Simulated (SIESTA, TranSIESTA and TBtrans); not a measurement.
# Ru chain with one Pd atom in place of Ru

Junction: Ru chain with one Pd atom in place of Ru. Leads: straight Ru chain, spacing 2.385 Å. Geometry: as built, not relaxed.

TranSIESTA and TBtrans, PBE, DZP numerical orbitals (energy shift 0.15 eV), PseudoDojo norm-conserving scalar-relativistic potentials, mesh cutoff 200 Ry, 300 K, spin-polarised (collinear), no spin-orbit coupling; self-consistent non-equilibrium Green functions.

```
Quantity                                                       Value
-------------------------------------------------------------  -----
Conductance at 300 K (G0 = 2e²/h)                               2.46
Mean T from −0.5 to 0.5 eV                                      2.47
Spin polarisation of the conductance, (up − down)/(up + down)  -0.08
```

Energies count from the leads' Fermi level. Transmissions are for each spin. The energy step is 0.01 eV; narrower resonances are cut or missed.

| E (eV) | T up | T down | lead channels up | down |
|---|---|---|---|---|
| -2.00 | 2.97 | 1.95 | 3 | 3 |
| -1.90 | 2.96 | 1.98 | 3 | 3 |
| -1.80 | 2.94 | 2.02 | 3 | 3 |
| -1.70 | 2.94 | 2.07 | band edge | 3 |
| -1.60 | 2.94 | 2.11 | 5 | 3 |
| -1.50 | 3.55 | 2.14 | band edge | 3 |
| -1.40 | 3.62 | 2.15 | 6 | 3 |
| -1.30 | 3.65 | 2.13 | 6 | 3 |
| -1.20 | 3.71 | 2.10 | 6 | 3 |
| -1.10 | 3.92 | 2.03 | 6 | 3 |
| -1.00 | 3.81 | 1.93 | 6 | 3 |
| -0.90 | 3.43 | 1.65 | 6 | 3 |
| -0.80 | 3.35 | 2.40 | band edge | 4 |
| -0.70 | 3.25 | 2.42 | 4 | 4 |
| -0.60 | 3.13 | 2.44 | 4 | 4 |
| -0.50 | 3.00 | 2.45 | 4 | 4 |
| -0.40 | 2.84 | 2.46 | 4 | 4 |
| -0.30 | 2.68 | 2.49 | 4 | band edge |
| -0.20 | 2.52 | 2.50 | 4 | 6 |
| -0.10 | 2.38 | 2.58 | 4 | 6 |
| 0.00 | 2.27 | 2.60 | 4 | 6 |
| 0.10 | 2.17 | 2.64 | 4 | 6 |
| 0.20 | 2.09 | 2.61 | 4 | 6 |
| 0.30 | 2.03 | 2.64 | 4 | 6 |
| 0.40 | 1.97 | 2.71 | 4 | 6 |
| 0.50 | 1.88 | 2.78 | 4 | 6 |
| 0.60 | 1.72 | 2.77 | band edge | band edge |
| 0.70 | 1.67 | 2.82 | 3 | 4 |
| 0.80 | 1.60 | 2.87 | 3 | 4 |
| 0.90 | 1.48 | 2.91 | 3 | 4 |
| 1.00 | 1.28 | 2.93 | 3 | 4 |
| 1.10 | 0.98 | 2.90 | 1 | 4 |
| 1.20 | 0.98 | 2.81 | 1 | 4 |
| 1.30 | 0.99 | 2.64 | 1 | 4 |
| 1.40 | 0.99 | 2.41 | 1 | 4 |
| 1.50 | 0.99 | 2.15 | 1 | 4 |
| 1.60 | 0.99 | 1.90 | 1 | 4 |
| 1.70 | 0.99 | 1.70 | 1 | 3 |
| 1.80 | 0.99 | 1.48 | 1 | 3 |
| 1.90 | 0.99 | 1.16 | 1 | 3 |
| 2.00 | 0.99 | 0.99 | 1 | 1 |

The magnetic order of the leads was set by the start, and no other order was tried; the separate lead runs end at 1.62 (left) and 1.62 (right) μB an atom. The straight chain is held at its spacing; free chains may zigzag or dimerise.
